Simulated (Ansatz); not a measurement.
Amorphous Al$_{28}$O$_{42}$Ta, 71 atoms at 3.44 g/cm³, one PBE-relaxed geometry, zone centre. Methods: PBE, scalar-relativistic without spin-orbit coupling (Ansatz, a program for electronic structure); r2SCAN, scalar-relativistic without spin-orbit coupling (Ansatz); HSE06, scalar-relativistic without spin-orbit coupling (Ansatz). Plane waves to 420 eV (r2SCAN 500 eV); exact exchange is cut at the cell's faces. The usual formal charges leave 5 electrons over, so the level spacing at the Fermi energy parts defect or band states and needn't be the band gap. In the spin-polarised cell the level spacing at the Fermi energy can part levels of unlike spin. At PBE the levels at both edges of the gap are localised (band-tail or defect states), and the nearest spread-out levels lie 1.8 eV apart at the zone centre.

The cell was made by melting and quenching with the CHGNet potential and then relaxed with DFT. O atoms were pushed apart under 1.9 Å during the dynamics, to hinder bonds among them. The hot cell started wider than the set density and was brought back towards it in steps. It is the lowest in DFT energy of 2 quenches. It is a model cell: composition and starting density were chosen by hand, and all elements were melted together. No dispersion term was used. Its density started from a set value of 3.44 and ended at 3.44 g/cm³. The simulated quench (nominally 280 K/ps over its main leg) is rapid and tends to freeze in more defects than a deposited or slowly cooled glass has. One small periodic cell is one sample of the glass; other quenches scatter about these values. The volume was held where the preparation left it, at a PBE pressure of 2.3 GPa. Stress components on the final sampling reach 3.8 GPa. On a 2×2×2 Γ-centred mesh force components of up to 0.19 eV/Å stay, since the relaxation ran on the zone centre alone.

The relaxation ran on the zone centre alone. At PBE the level spacing at the Fermi energy is 0.72 eV on a 2×2×2 Γ-centred mesh, and the spacing at the zone centre alone 0.78 eV.

### Question
What zone-centre spacing does r2SCAN give, roughly?

### Answer
1.28 eV (+0.49 eV against PBE).

### Question
What zone-centre spacing does HSE06 give, roughly?

### Answer
2.18 eV (+1.39 eV against PBE).

The highest filled and the lowest empty state spread over these numbers of atoms (participation numbers): PBE: 3.2 and 3.5; r2SCAN: 2.8 and 3.4; HSE06: 2.7 and 33.2.
